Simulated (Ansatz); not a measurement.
Worked calculations on one periodic cell of amorphous Te24O36: Te24O36, 60 atoms, volume 1233.2 Å³, made by a melt-quench on the CHGNet potential and relaxed with DFT. O atoms were pushed apart under 1.9 Å during the dynamics, to hinder bonds among them. It is a model cell: composition and starting density were chosen by hand, and all elements were melted together. The numbers are results of PBE, scalar-relativistic without spin-orbit coupling (plane waves to 420 eV, PAW; Ansatz, an electronic-structure program), not measurements. Sampling: a 2×2×2 Γ-centred mesh; Fermi-Dirac width 0.02 eV; no spin polarisation. Its volume was relaxed, its shape was held as a cube, and it stands at a mean pressure of 0.0 GPa with stress components up to 0.3 GPa; the relaxation ran on the zone centre alone. Its density went from a set 5.75 to 4.90 g/cm³. The cell is small and was quenched far faster than a real film, so it is one sample of the glass.

Count formal charges (Te +4, O -2). What does the count lead one to expect at the Fermi level, and what does the calculation give?

24 × (+4) + 36 × (-2) = +24. 24 electrons are left on cation states, in cation-cation bonds, defect levels or the conduction band. On this mesh the highest filled and lowest empty level lie 1.11 eV apart; localised defect or tail levels set that (at the zone centre the more localised edge state sits most on one Te atom with neighbours Te 2.79 Å, Te 3.14 Å), and the nearest spread-out levels lie 2.1 eV apart.

Bonds are counted up to Te-Te 3.23 Å, Te-O 2.60 Å, O-O 1.58 Å. Two cations that share two anions don't count as bonded, nor two that share one unless they lie closer than Te-Te 2.95 Å. Counted neighbours: Te: 4 with 2, 8 with 3, 8 with 4, 4 with 5; O: 5 with 1, 28 with 2, 3 with 3.

Set the mean coordination against the 8 − N rule, and count mechanical constraints (r/2 for stretching, 2r − 3 for bending at each atom with r ≥ 2) against the 3 degrees of freedom.

The rule gives (24 × 2 + 36 × 2)/60 = 2.00; the cell has 154/60 = 2.57. Summing the constraints over the counted atoms gives 210.0/60 = 3.50 per atom, so by this count the network is rigid and over-constrained. The count takes every angle as intact, which overstates rigidity where angles are soft (at bridging oxygen, at over-coordinated atoms).
